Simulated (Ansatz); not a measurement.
## What B on a La site (antisite) does to LaB6

Base system: a 14-atom supercell of LaB6 (space group Pm-3m, No. 221; a = 4.153 Å) at its relaxed geometry.

One thing is altered: a neutral B on a La site (antisite), atoms relaxed at fixed cell, starting from a slightly rattled geometry.

The values are results of r2SCAN, PAW, 500 eV (Ansatz, a program for electronic structure; no spin-orbit coupling), not measurements. Settings: 8×8×8 k-points, 0.05 eV Fermi–Dirac smearing.

```csv
quantity,base,changed,shift
pressure,0.0 GPa,2.9 GPa,+2.9 GPa
shift of the substituted atom off its lattice site,–,2.18 Å,–
```

Final structure:

```xyz
14
Lattice="4.1525 -4.1525 0.0000 0.0000 4.1525 -4.1525 0.0000 4.1525 4.1525" Properties=species:S:1:pos:R:3 pbc="T T T"
B     -0.7788     0.7813     1.7068
La     0.1210     4.0354    -0.0518
B      0.7666     1.7546     1.8167
B      0.8761     2.0673    -2.1946
B      3.3595     2.0247     1.9675
B      3.4679     2.4023    -2.1580
B      2.1523     2.0024     0.6822
B      2.1729     1.9818    -3.4153
B      2.1382     2.0175     3.1803
B      2.2013     1.9538    -0.9996
B      2.1298     0.7959     1.9676
B      1.7529     0.6864    -2.1573
B      2.4011     3.3878     1.8169
B      2.0874     3.2792    -2.1946
```

Cost of the whole job for the changed cell (relaxation, final SCF and bands): around 80 core-minutes (rough).

In so small a cell the defect repeats every few ångströms: this is an ordered compound, not a dilute defect. All final runs are without spin polarisation. An odd electron count without spin: LaB6. The defect cell is not spin-polarised.
